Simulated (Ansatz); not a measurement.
Consider BaHfO3 in the cubic perovskite structure (space group Pm-3m, No. 221; a = 4.158 Å).

Level of theory: PBEsol (Ansatz, an electronic-structure program, PAW, without spin-orbit coupling).

Strains are applied to the cell and any free atomic positions relax.

One change was made to it. Results:

The mean gap deformation potential ΔEg/Δln V is -2.0 eV; the smallest direct gap drops by 0.03 eV to 3.64 eV; the energy goes up by 21 meV/atom; the electron mass (degenerate bands, along [100]) goes from 0.33, 0.33, 2.2 mₑ (at Γ) to 0.34, 0.34, 2.3 mₑ (at Γ).

Task: Which change produced these results?
A) isotropic strain +0.60 %
B) isotropic strain +2.40 %
C) isotropic strain +3.00 %
D) isotropic strain +1.80 %
E) isotropic strain +1.20 %

Result: D, isotropic strain +1.80 %. For comparison, the energy relative to the base in the other runs: isotropic strain +3.00 % gives +56 meV/atom; isotropic strain +2.40 % gives +36 meV/atom; isotropic strain +1.20 % gives +9.4 meV/atom; isotropic strain +0.60 % gives +2.4 meV/atom.

With Hf present, leaving out spin-orbit coupling can change the band edges. Masses are band curvatures over ±0.01 Å⁻¹ around the edge. Whether these cells are dynamically stable was not tested.
